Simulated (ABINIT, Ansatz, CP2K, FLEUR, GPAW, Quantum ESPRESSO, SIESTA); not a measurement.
# One structure in several programs: YSe (P1, 2 atoms in the cell)

Self-consistent single point, at a second geometry (atoms moved at random). First geometry:

```yaml
crystal:
  lattice:
    - [0.00000, 2.87839, 2.87839]
    - [2.87839, 0.00000, 2.87839]
    - [2.87839, 2.87839, 0.00000]
  atoms:
    - { symbol: Y, position: [0.50000, 0.50000, 0.50000] }
    - { symbol: Se, position: [0.00000, 0.00000, 0.00000] }
```

Second geometry:
```
CELL_PARAMETERS angstrom
      0.00000     2.87839     2.87839
      2.87839     0.00000     2.87839
      2.87839     2.87839     0.00000
ATOMIC_POSITIONS crystal
  Y  0.49943 0.52121 0.49123
  Se 0.00057 0.97879 0.00877
```

Shared settings, as Ansatz (a first-principles code) writes them: kpoints.mp_grid.grid = 8 8 8; scf.occupations.method = gaussian; scf.occupations.width = 0.2 eV. Potentials and cutoffs stand in the table.

```
code                                                                                                                                      model  ΔF from the first geometry (meV/atom)  pressure (GPa)  largest force (eV/Å)         cutoff
----------------  -----------------------------------------------------------------------------------------------------------------------------  -------------------------------------  --------------  --------------------  -------------
GPAW                                                                                      PBEsol, GPAW PAW datasets PBEsol (made by gpaw-setup)                                   33.2           -2.19                 0.893         550 eV
SIESTA            GGA PBEsol, numerical atomic orbitals DZP, PseudoDojo PBEsol standard norm-conserving potentials (rewritten from UPF to PSML)                                   36.6           -0.56                 0.988    grid 350 Ry
Ansatz                                                                                                          PBEsol, PAW files made with PBE                                   33.4           -1.98                 0.897        default
ABINIT                                                                                       PBEsol, PAW (JTH v2.0 PBE PAW, files made for PBE)                                   33.4           -2.04                 0.896          20 Ha
Quantum ESPRESSO                                                                            PBEsol, SSSP 1.1.2 precision (PBE) pseudopotentials                                   33.5           -1.91                 0.900          50 Ry
FLEUR                                                                           PBEsol, all-electron FLAPW (FLEUR), scalar-relativistic valence                                      –               –                 0.911  Kmax 4 1/bohr
CP2K                                                                 PBEsol, GPW, DZVP-MOLOPT-SR-GTH basis, GTH-PBE potentials (GTH_POTENTIALS)                                   35.0           -1.26                 0.939    grid 500 Ry
```

A dash marks a value that a program does not give, or that is left out as unsure.

The spread over the programs that give each value: ΔF from the first geometry within 3.4 meV/atom; pressure within 1.63 GPa; largest force within 0.095 eV/Å.

SIESTA and CP2K use small atom-centred bases, whose incompleteness enters pressures, forces and empty levels differently from a plane-wave cutoff. FLEUR treats all electrons, but the usual bases taken here (sphere radii, linearisation, local orbitals, empty states) were not tested for convergence, so the values are no reference for the others. Ansatz's pressure is given at a fixed set of plane waves, as the other plane-wave codes print theirs. In the pressure, SIESTA (by 1.45) lies more than 1 GPa from the median of the plane-wave programs. In the force vectors, SIESTA (by 0.091) lies more than 0.08 eV/Å from the median of the plane-wave programs.

The starting cell comes from a database of computed structures (which also holds hypothetical and non-ambient phases and stackings), without a prior relaxation at this level. For this run, on top of that: atoms moved at random.

Left out of this page: Elk (not drawn, or without a comparable value).

Keys are those of Ansatz 0.2.
